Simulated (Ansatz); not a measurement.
Pressure series in Ti2O3

Consider Ti$_{2}$O$_{3}$ (space group P2_1/m, No. 11; a = 4.9920 Å, b = 2.9283 Å, c = 7.5615 Å, α = γ = 90.00°, β = 104.28°; a cell from a computed database, its experimental status unchecked).

Cell and atoms are relaxed at each pressure.

All numbers come from plane-wave PAW DFT at the PBEsol level (Ansatz, a first-principles code, 420 eV), no spin-orbit coupling.

```json
[
 {"pressure (GPa)": "-2", "volume per atom (Å³/atom)": "10.921"},
 {"pressure (GPa)": "-1", "volume per atom (Å³/atom)": "10.815"},
 {"pressure (GPa)": "0", "volume per atom (Å³/atom)": "10.712"},
 {"pressure (GPa)": "0.3", "volume per atom (Å³/atom)": "?"},
 {"pressure (GPa)": "1.5", "volume per atom (Å³/atom)": "10.566"},
 {"pressure (GPa)": "3", "volume per atom (Å³/atom)": "10.428"},
 {"pressure (GPa)": "5", "volume per atom (Å³/atom)": "10.261"},
 {"pressure (GPa)": "7.5", "volume per atom (Å³/atom)": "10.074"},
 {"pressure (GPa)": "10", "volume per atom (Å³/atom)": "9.909"}
]
```

**Question.** Fit the third-order Birch–Murnaghan form P(V) = (3B₀/2)[(V₀/V)^(7/3) − (V₀/V)^(5/3)]·[1 + (3/4)(B₀′ − 4)((V₀/V)^(2/3) − 1)] (squares taken in P) to the rows shown and predict the withheld row.

**Answer.** Least squares on the printed values gives V₀ = 10.709 Å³/atom, B₀ = 105 GPa, B₀′ = 5.1; this predicts 10.679 Å³/atom, and the run gives 10.682 Å³/atom, 0.003 higher.

Load acts through the strain it causes; cell and atoms are relaxed under it. Whether these cells are dynamically stable was not tested. Competing high-pressure phases were not computed. No Hubbard U is applied, and correlation can decide whether such a compound is a metal. All final runs are without spin polarisation.
